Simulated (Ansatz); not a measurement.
Bulk modulus B0 (GPa) of solids drawn from the class of intermetallic compounds, at two levels: PBE in Ansatz (PAW), and PBE-D4 (plane waves, PAW; Ansatz, a program for electronic structure).

| solid | PBE | PBE-D4 |
|---|---|---|
| L1₂ (Cu3Au-type) Ni3Fe | 195 | 212 |
| L1₀ (CuAu-type) CuAu | 140 | 159 |
| fluorite AuAl2 | 105 | 115 |
| CsCl-type PdIn | 109 | 126 |
| L1₂ (Cu3Au-type) Pt3Ti | 235 | 255 |
| L1₂ (Cu3Au-type) Ni3Al | 182 | ? |
| L1₂ (Cu3Au-type) Cu3Au | 142 | ? |
| L1₀ (CuAu-type) TiAl | 113 | 119 |
| B20 (FeSi-type) FeGe | 158 | 178 |
| CsCl-type RuAl | 203 | 217 |

Q: Estimate the withheld PBE-D4 values from the other rows.

A: One way: carry over the typical ratio. The ratios PBE-D4 / PBE of the other rows, in order: 1.053, 1.069, 1.085, 1.087, 1.095, 1.127, 1.136, 1.156; median 1.0910. L1₂ (Cu3Au-type) Ni3Al: 182 × 1.0910 = 199 GPa; the run gives 199 GPa. L1₂ (Cu3Au-type) Cu3Au: 142 × 1.0910 = 155 GPa; the run gives 162 GPa. The ratios spread from 1.053 to 1.156, so such an estimate is rough.

Of 10 rows, PBE-D4 is the larger in 10 and the smaller in 0.

Ansatz's runs of these crystals have no spin polarisation, but for L1₂ (Cu3Au-type) Ni3Fe, L1₂ (Cu3Au-type) Ni3Al, B20 (FeSi-type) FeGe.

Density-functional runs with spin start from parallel moments for L1₂ (Cu3Au-type) Ni3Fe, parallel moments for L1₂ (Cu3Au-type) Ni3Al, parallel moments for B20 (FeSi-type) FeGe.

Spin–orbit coupling is left out, also for the solids with elements from indium on (L1₀ (CuAu-type) CuAu, fluorite AuAl2, CsCl-type PdIn, L1₂ (Cu3Au-type) Pt3Ti, L1₂ (Cu3Au-type) Cu3Au); its size isn't shown.

In Ansatz's fits of the non-cubic solids, shape and atoms are relaxed at each volume.

Each level is taken at its own relaxed cell. Ansatz's density-functional and Hartree–Fock values are scalar-relativistic unless marked +SOC, with PAW data made under PBE.
